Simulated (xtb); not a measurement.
xtb 6.7.1, GFN2-xTB: Zr(OH)3(Me) ([CH3][Zr]([OH])([OH])[OH]), 11 atoms. The geometry is a generated start, not checked to be a minimum at this level.

- run flags: --grad
- method: GFN2-xTB
- --acc: 1 (default)
- --etemp (K): 300 (default)
- basis functions: 32
- valence electrons: 32

```xyz
11

Zr     0.4260    -0.2487    -0.3576
O      2.0232     0.7498    -0.2791
H      2.2208     1.6132     0.1047
O      0.4312    -2.0439     0.2473
H      0.2930    -2.8422    -0.2781
O     -0.5271    -0.2936    -1.9925
H     -0.7177    -1.0712    -2.5321
C     -0.8654     0.8858     1.0796
H     -0.3898     1.8315     1.3930
H     -1.0540     0.2870     1.9860
H     -1.8402     1.1325     0.6288
```

Charge 0 and multiplicity 1 are set for this test and not shown to be the ground state.

One run each on 1 thread. Values of broydamp tried: 0.02, 0.05, 0.1, 0.2, 0.4 (default), 0.6, 0.8, 1.

**Question.** Predict the course of the SCC iterations along this series.

**Answer.** Fewest SCC iterations, within one of each other: 0.4 (default) with 12, 0.6 with 11, 0.8 with 12. The count rises to 22 at 0.02. All converge to one solution.

| broydamp | SCC iterations | end |
|---|---|---|
| 0.02 | 22 | same solution |
| 0.05 | 18 | same solution |
| 0.1 | 17 | same solution |
| 0.2 | 15 | same solution |
| 0.4 (default) | 12 | same solution |
| 0.6 | 11 | same solution |
| 0.8 | 12 | same solution |
| 1 | 13 | same solution |
